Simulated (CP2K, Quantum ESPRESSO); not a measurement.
A Quantum ESPRESSO input for a self-consistent single point of Sb (Pm-3m, 1 atom in the cell) (DFT, PBEsol, plane waves, GBRV 1.5 ultrasoft (PBESOL) pseudopotentials):

```fortran
&control
 calculation = 'scf'
 outdir = './work'
 pseudo_dir = './'
 tprnfor = .true.
 tstress = .true.
/
&system
 ibrav = 1
 A = 3.1514820000
 nat = 1
 ntyp = 1
 ecutwfc = 40
 ecutrho = 200
 occupations = 'smearing'
 smearing = 'gauss'
 degauss = 0.019992
/
&electrons
 conv_thr = 1e-10
 mixing_beta = 0.4
/
ATOMIC_SPECIES
Sb   121.7600  sb_pbesol_v1.4.uspp.F.UPF
ATOMIC_POSITIONS angstrom
Sb    0.0000000000    0.0000000000    0.0000000000
K_POINTS automatic
14 14 14  0 0 0
```

Q: Write the same calculation as an input for CP2K.

A: This is the input that was run; spellings and numerical settings could be chosen otherwise.

```
&GLOBAL
  PROJECT bulk
  RUN_TYPE ENERGY_FORCE
  PRINT_LEVEL MEDIUM
&END GLOBAL
&FORCE_EVAL
  METHOD Quickstep
  STRESS_TENSOR ANALYTICAL
  &DFT
    BASIS_SET_FILE_NAME BASIS_MOLOPT
    POTENTIAL_FILE_NAME GTH_POTENTIALS
    &QS
      METHOD GPW
      EPS_DEFAULT 1E-11
    &END QS
    &MGRID
      CUTOFF 400
      REL_CUTOFF 60
      NGRIDS 4
    &END MGRID
    &SCF
      SCF_GUESS ATOMIC
      EPS_SCF 1E-7
      MAX_SCF 100
      ADDED_MOS 4
      &DIAGONALIZATION
        ALGORITHM STANDARD
      &END DIAGONALIZATION
      &MIXING
        METHOD BROYDEN_MIXING
        ALPHA 0.2
        NBUFFER 8
      &END MIXING
      &SMEAR ON
        METHOD GAUSSIAN
        SIGMA [eV] 0.272
      &END SMEAR
    &END SCF
    &KPOINTS
      SCHEME MONKHORST-PACK 14 14 14
      GAMMA_CENTERED T
    &END KPOINTS
    &XC
      &XC_FUNCTIONAL
        &PBE
          PARAMETRIZATION PBESOL
        &END PBE
      &END XC_FUNCTIONAL
    &END XC
    &PRINT
      &MO
        EIGENVALUES T
        OCCUPATION_NUMBERS T
        NDIGITS 8
        FILENAME mo
        &EACH
          QS_SCF 0
        &END EACH
        ADD_LAST NUMERIC
      &END MO
      &MULLIKEN ON
      &END MULLIKEN
    &END PRINT
  &END DFT
  &SUBSYS
    &CELL
      A 3.15148200 0.00000000 0.00000000
      B 0.00000000 3.15148200 0.00000000
      C 0.00000000 0.00000000 3.15148200
      PERIODIC XYZ
    &END CELL
    &COORD
      SCALED
      Sb       0.00000000     0.00000000     0.00000000
    &END COORD
    &KIND Sb
      BASIS_SET DZVP-MOLOPT-SR-GTH
      POTENTIAL GTH-PBE-q5
    &END KIND
  &END SUBSYS
  &PRINT
    &FORCES ON
    &END FORCES
    &STRESS_TENSOR ON
    &END STRESS_TENSOR
  &END PRINT
&END FORCE_EVAL
```

Basis, cutoffs, solver keys and any potentials are the target program's own. This input uses DFT PBEsol, GPW, DZVP-MOLOPT-SR-GTH basis, GTH-PBE potentials (GTH_POTENTIALS). Both were run: pressure -4.39 GPa in Quantum ESPRESSO and -2.31 in CP2K.

On CP2K: the starting cell comes from a database of computed structures (which also holds hypothetical and non-ambient phases and stackings), without a prior relaxation at this level. Its lattice was rescaled by a random factor within 2.5 % of one. Values carry the incompleteness of an atom-centred basis. The potentials were made for another functional than the one used.

On Quantum ESPRESSO: the starting cell comes from a database of computed structures (which also holds hypothetical and non-ambient phases and stackings), without a prior relaxation at this level. Its lattice was rescaled by a random factor within 2.5 % of one. With a pressure of about -4 GPa the cell is away from its equilibrium volume at this level.
